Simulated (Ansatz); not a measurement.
Migration barriers of interstitials in covalent semiconductors: PBE bands (Ansatz, an electronic-structure program, plane waves to 420 eV, PAW, climbing-image NEB) beside the CHGNet universal potential on its own band (it has no charge state). Forward barriers of single hops from the lowest site run, static nuclei, no finite-size correction. The rows are a random draw from the bands that converged and passed our checks of state and shape. Saddle orders were checked for a part of the study's bands only and are not shown. Charge states are imposed. Spin-orbit coupling is left out.

| Defect | Route | Hop (Å), direction in the unit cell | End over start, densest mesh run (eV) | Cell and PBE mesh | CHGNet k-points | PBE (eV) |
|---|---|---|---|---|---|---|
| interstitial Li in diamond, charge +1 | Li moves farthest | 1.55 along (-0.25, 0.25, -0.25) | 0.00 | 64 sites, 2×2×2 shifted | none | 1.85 |
| interstitial O in zinc-blende BP, charge 0 | O moves farthest | 1.11 along (-0.17, 0.17, 0.00) | 0.00 | 64 sites, 2×2×2 shifted | none | 2.26 |
| interstitial Li in 4H silicon carbide, charge +1 | Li moves farthest | 2.40 along (0.00, 0.00, 0.24) | 0.20 | 72 sites, Γ | none | 1.93 |
| interstitial Li in 2H silicon carbide, charge +1 | Li moves farthest | 2.54 along (0.00, 0.00, 0.50) | 0.00 | 72 sites, Γ | none | 1.79 |
| interstitial Al in 4H silicon carbide, charge +3 | Al moves farthest | 2.34 along (0.00, 0.00, 0.23) | 0.54 | 72 sites, Γ | none | 3.29 |
| interstitial Mg in zinc-blende InP, charge +2 | Mg moves farthest | 2.58 along (0.25, 0.25, -0.25) | 0.68 | 64 sites, one k-point at (0.250, 0.250, 0.250) | none | 0.91 |
| interstitial Cu in zinc-blende InP, charge +1 | Cu moves farthest | 3.04 along (0.36, -0.36, 0.00) | 0.00 | 64 sites, one k-point at (0.250, 0.250, 0.250) | none | 0.71 |
| interstitial Au in silicon, charge +1 | Au moves farthest | 1.93 along (0.25, -0.01, -0.25) | 0.00 | 64 sites, 2×2×2 shifted | none | 0.09 |

What does CHGNet give for each row, and how does it differ from PBE over these rows?

In the order of the rows: 1.87, 0.78, 1.18, 1.20, 1.90, 0.32, 0.35, 0.18 eV. Against PBE it lies higher in 1 of 8 rows and lower in 6 (differences over 0.07 eV). The mean difference is -0.63 eV (median -0.59) and the mean size 0.66 eV; the largest, -1.48 eV, is in row 2.
